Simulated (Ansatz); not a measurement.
A self-consistent single point of Yb (Fm-3m, 1 atom in the cell) with Ansatz (a first-principles code)

Level of theory: PBE (plane waves, PAW; Ansatz).

Input as run:

Ansatz 0.2 input:
```yaml
crystal:
  lattice:
    - [0.000000, 2.694516, 2.694516]
    - [2.694516, 0.000000, 2.694516]
    - [2.694516, 2.694516, 0.000000]
  atoms:
    - { symbol: Yb, position: [0.000000, 0.000000, 0.000000] }
kpoints:
  mp_grid: { grid: [9, 9, 9] }
hamiltonian:
  xc: pbe
  pseudopotentials: { kind: paw }
scf:
  occupations: { method: fermi_dirac, width: 0.1 }
output:
  forces: true
  eigenvalues: true
  stress: true
```

Output (repeated stretches shortened):

```
WARN basis.ecutwfc = 420 eV, the default
WARN ansatz: RAYON_NUM_THREADS=1 ignored (pool sized by the plan → 1); use --threads N
Pseudopotentials: kind: paw
Pseudopotential: Yb, paw, valence charge 24
Crystal: 1 atoms, lattice volume = 39.127 Å³
Basis set: ecut = 420 eV, 749 PW (Γ), exchange–correlation on 54×54×54 points (8 copies of the dense FFT grid, shifted against one another)
Bands: 16, of which v1, the nominal top of the filled ones, is band 12 counted from 1 (11 counted from 0)
Symmetry: 48 space group operations
Space group: Fm-3m (ITA 225), of the structure as read, at distance tolerance 3.4e-5 Å
k-points: 35 of 729
Initial density: superposition of atomic densities (neutral atoms: chi_scale 0, normalization atom), corrected by the library's trained network
Initial wavefunctions: pseudopotential atomic-orbital guess
Eigensolver: davidson
Functional: x = pbe(κ = 0.804, μ = 0.2195149727645171), c = pbe(β = 0.06672455060314922)
SCF iter   1: F=—  HF=-13795.050013 eV  |F-HF|=—  |Δ(HF+E_count)|=         —  Δρ=1.43e-3  dr2=6.29e-4  ethr=1.77e-3  ⟨swp⟩=5.5  Hψ=2762  notcnv=0
all-band conjugate gradients solve this SCF's bands
preconditioner: auto → Kerker (q_TF=auto, 2.515 Å⁻¹)
SCF iter   2: F=—  HF=-13795.042583 eV  |F-HF|=—  |Δ(HF+E_count)|=   7.43e-3  Δρ=7.80e-4  dr2=2.18e-4  ethr=2.62e-6  ⟨swp⟩=3.4  Hψ=1477  notcnv=0
SCF iter   3: F=—  HF=-13795.041358 eV  |F-HF|=—  |Δ(HF+E_count)|=   1.22e-3  Δρ=3.21e-4  dr2=3.69e-5  ethr=9.09e-7  ⟨swp⟩=2.4  Hψ=795  notcnv=0
SCF iter   4: F=—  HF=-13795.041053 eV  |F-HF|=—  |Δ(HF+E_count)|=   3.05e-4  Δρ=1.43e-4  dr2=9.15e-6  ethr=1.54e-7  ⟨swp⟩=2.0  Hψ=993  notcnv=0
SCF iter   5: F=—  HF=-13795.041054 eV  |F-HF|=—  |Δ(HF+E_count)|=   1.30e-6  Δρ=4.88e-5  dr2=1.29e-6  ethr=3.81e-8  ⟨swp⟩=2.3  Hψ=928  notcnv=0
SCF iter   6: F=-13795.041054 eV  HF=-13795.041054 eV  |F-HF|=2.61e-8  |Δ(HF+E_count)|=   2.91e-7  Δρ=7.16e-6  dr2=2.10e-8  ethr=4.17e-10  ⟨swp⟩=5.4  Hψ=3262  notcnv=0
SCF 1 converged in 6 iterations: F = -13795.041054 eV  dr2 = 2.10e-8
SCF converged after 6 iterations
Free energy (F): -13795.041054 eV
Harris-Foulkes:  -13795.041054 eV  (|F-HF|=2.61e-8)
Internal energy: -13794.950683 eV  (E = F + TS)
E sigma→0 (E₀):  -13794.995868 eV
Entropy (-TS):   -0.090370 eV (-90.370 meV/atom)
Fermi energy:    9.662959 eV
--- Per-component energies (eV) ---
  E_band       = -27.357488
  E_kinetic    = 352.012120
  E_local      = -6462.349365  (includes V_loc(G=0)·N_el)
  E_nonlocal   = 551.792200
  E_hartree    = 2808.624719
  E_xc         = -162.111666
  E_vxc        = -201.738450  (∫ρ·V_xc dr)
  E_paw        = -7354.665037  (= ΣΔE_a)
  E_vpaw       = 115.678216  (= ΣTr[D̂ρ^β])
  E_aug_tail   = 0.000003  (compensation charges beyond the density's cutoff)
  E_ewald      = -3528.253658
  E_smearing   = -0.090370  (= −TS)
  E_closure    = 0.000000  (closes the sum)
  Σ components = -13795.041054   (vs F -13795.041054, Δ=0.00e0)
--- Forces (eV/Å), atoms counted from 1 ---
  atom   1  Yb     0.00000000     0.00000000    -0.00000000
  max |Σ_I F_I| component: 1.84e-30 eV/Å
--- Stress (GPa, compression-positive) ---
       -1.378770       0.000000      -0.000000
        0.000000      -1.378770       0.000000
        0.000000       0.000000      -1.378770
  P = ⅓ Tr σ = -1.3788 GPa (-13.788 kbar)
  The stress holds the Pulay correction. Without it, at fixed plane waves, as pw.x and ABINIT print it: P = -1.4230 GPa
--- Band table (eV; the first three rows and the last of 35) ---
  k-point 0: bands = ["-42.1213", "-14.3716", "-14.3716", "-14.3716", "4.6626", "9.0541", "9.1279", "9.1279", "9.1279", "9.2080", "9.2080", "9.2080", "12.4242", "12.4242", "12.4242", "14.3718"]
  k-point 1: bands = ["-42.1200", "-14.4021", "-14.3757", "-14.3757", "4.9240", "9.0575", "9.1239", "9.1336", "9.1336", "9.1955", "9.1955", "9.2084", "12.0751", "12.5482", "12.5482", "14.2293"]
  k-point 2: bands = ["-42.1168", "-14.4783", "-14.3862", "-14.3862", "5.6605", "9.0678", "9.1145", "9.1460", "9.1460", "9.1713", "9.1713", "9.2092", "11.3366", "12.6685", "12.6685", "14.2242"]
  k-point 34: bands = ["-42.1070", "-14.5537", "-14.5220", "-14.4601", "9.0637", "9.1066", "9.1290", "9.1317", "9.1466", "9.1481", "9.1810", "9.5232", "10.3032", "10.3731", "12.5635", "15.7189"]
```

The run converged in 6 iterations.

The starting cell has typed, rounded lattice constants, without a prior relaxation at this level. Its lattice was rescaled by a random factor within 2.5 % of one. Spin-orbit coupling is off. Spin polarisation is off. Ansatz's pressure includes its estimate of the finite-basis (Pulay) stress.
